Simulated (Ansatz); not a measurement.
Consider interstitial Na in monoclinic ZrO2, charge state +1. The step: one Na atom jumps by itself; the atom moves 1.40 Å along (0.24, -0.08, 0.13) of the unit cell; the moving atom starts with neighbours O at 2.06, O at 2.07, O at 2.17, O at 2.25, O at 2.32; Zr at 2.50 Å and ends with O at 2.06, O at 2.07, O at 2.17, O at 2.25, O at 2.32; Zr at 2.50 Å. DFT values are from Ansatz (plane-wave PAW, 420 eV unless said) in a cell of 96 host sites, spin-restricted, static, with no finite-size correction. The charge state is imposed; whether it is stable for some Fermi level was not computed. Sites that were not tried may lie lower. For the PBE band: the saddle point's order was not checked, and it lies on a symmetry element of the cell, where a band can be held.

```json
[
 {"Level": "CHGNet universal potential (has no charge state), its own band", "Forward barrier (eV)": "0.07", "Cost of the band or of the saddle's single point": "-"},
 {"Level": "PBE, the Γ point alone, band relaxed", "Forward barrier (eV)": "0.11", "Cost of the band or of the saddle's single point": "very roughly 17 core-minutes"},
 {"Level": "PBE, a 2×2×2 k-point mesh shifted by half a step, same geometries", "Forward barrier (eV)": "0.11", "Cost of the band or of the saddle's single point": "roughly 6 core-minutes"},
 {"Level": "r2SCAN at 500 eV, the Γ point alone, same geometries", "Forward barrier (eV)": "___", "Cost of the band or of the saddle's single point": "around 2.0 core-minutes (rough)"}
]
```

### Question
Some entries are withheld; supply them.

### Answer

- r2SCAN at 500 eV, the Γ point alone, same geometries, Forward barrier (eV): 0.12

Ansatz is a first-principles code.
